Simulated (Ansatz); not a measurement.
Worked example: self-consistent single point of SrZn2 (Imma, 6 atoms in the cell) in Ansatz (a first-principles code).

Method of the run: r2SCAN, default PAW files made with PBE (plane waves; Ansatz).

```xyz
6
Lattice="-2.3895 3.8975 3.9100 2.3895 -3.8975 3.9100 2.3895 3.8975 -3.9100" Properties=species:S:1:pos:R:3 pbc="T T T"
Sr     0.0000     1.9487     0.4066
Sr     2.3895     1.9487     3.5034
Zn     2.3895     3.4220    -1.2903
Zn     0.0000     4.3730     2.6197
Zn     0.0000     0.4755     5.2003
Zn     2.3895    -0.4755     1.2903
```

Reference input (self-consistent single point, DFT, r2SCAN, plane waves, default PAW files made with PBE): basis.ecutwfc = 500 eV; kpoints.mp_grid.grid = 5 5 5; hamiltonian.xc = r2scan; hamiltonian.pseudopotentials = {kind: paw} (the program's default PAW files); scf.occupations.method = gaussian; scf.occupations.width = 0.1 eV. This run's input differs from it in these lines:

Ansatz 0.2 input:
```diff
@@ -13,3 +13,3 @@
 basis:
-  ecutwfc: 500.0
+  ecutwfc: 350.0
 kpoints:
```

Output, abridged:

```
SCF iter   1: F=—  HF=-20414.262059 eV  |F-HF|=—  |Δ(HF+E_count)|=         —  Δρ=1.43e-2  dr2=2.08e-1  dr2_τ=1.21e-2  ethr=1.77e-3  ⟨swp⟩=11.8  Hψ=6177  notcnv=0
all-band conjugate gradients solve this SCF's bands
preconditioner: auto → Resta (q_TF=auto, 2.403 Å⁻¹)
SCF iter   2: F=—  HF=-20414.322768 eV  |F-HF|=—  |Δ(HF+E_count)|=   6.07e-2  Δρ=3.24e-3  dr2=1.75e-2  dr2_τ=1.02e-3  ethr=3.06e-4  ⟨swp⟩=2.6  Hψ=2194  notcnv=0  defer=41
   [... lines left out ...]
SCF iter   5: F=—  HF=-20414.311815 eV  |F-HF|=—  |Δ(HF+E_count)|=   5.94e-5  Δρ=1.35e-4  dr2=5.06e-5  dr2_τ=7.02e-7  ethr=8.03e-7  ⟨swp⟩=2.6  Hψ=2184  notcnv=0  defer=40
SCF iter   6: F=—  HF=-20414.311822 eV  |F-HF|=—  |Δ(HF+E_count)|=   7.03e-6  Δρ=3.44e-5  dr2=1.68e-6  dr2_τ=7.73e-8  ethr=7.44e-8  ⟨swp⟩=2.3  Hψ=1944  notcnv=0  defer=40
SCF iter   7: F=-20414.311823 eV  HF=-20414.311823 eV  |F-HF|=1.31e-9  |Δ(HF+E_count)|=   6.95e-7  Δρ=4.86e-6  dr2=6.92e-8  dr2_τ=2.27e-9  ethr=1.47e-10  ⟨swp⟩=10.9  Hψ=6152  notcnv=0
SCF 1 converged in 7 iterations: F = -20414.311823 eV  dr2 = 6.92e-8
Free energy (F): -20414.311823 eV
Internal energy: -20414.301860 eV  (E = F + TS)
E sigma→0 (E₀):  -20414.306841 eV
Entropy (-TS):   -0.009964 eV (-1.661 meV/atom)
Fermi energy:    8.166576 eV
--- Forces (eV/Å), atoms counted from 1 ---
  atom   1  Sr     0.00000000     0.00000000    -0.16499378
  atom   2  Sr     0.00000000     0.00000000     0.16499378
  atom   3  Zn     0.00000000    -0.06276234    -0.02552436
  atom   4  Zn     0.00000000     0.06276234    -0.02552436
  atom   5  Zn     0.00000000     0.06276234     0.02552436
  atom   6  Zn     0.00000000    -0.06276234     0.02552436
--- Stress (GPa, compression-positive) ---
       -1.494748       0.000000       0.000000
        0.000000      -0.990368       0.000000
        0.000000       0.000000      -1.627620
  P = ⅓ Tr σ = -1.3709 GPa (-13.709 kbar)
  The stress holds the Pulay correction. Without it, at fixed plane waves, as pw.x and ABINIT print it: P = -1.6679 GPa
```

The run converged in 7 iterations. Against the reference run the free energy rises by 6.2 meV/atom, the pressure hardly changes (-1.39 to -1.37 GPa) and the largest force stays at 0.165 eV/Å.

The starting cell comes from a database of published, mostly measured structures (it also holds non-ambient and calculated ones), without a prior relaxation at this level. Ansatz's pressure includes its estimate of the finite-basis (Pulay) stress. The cutoff lies below the one recommended for these files.
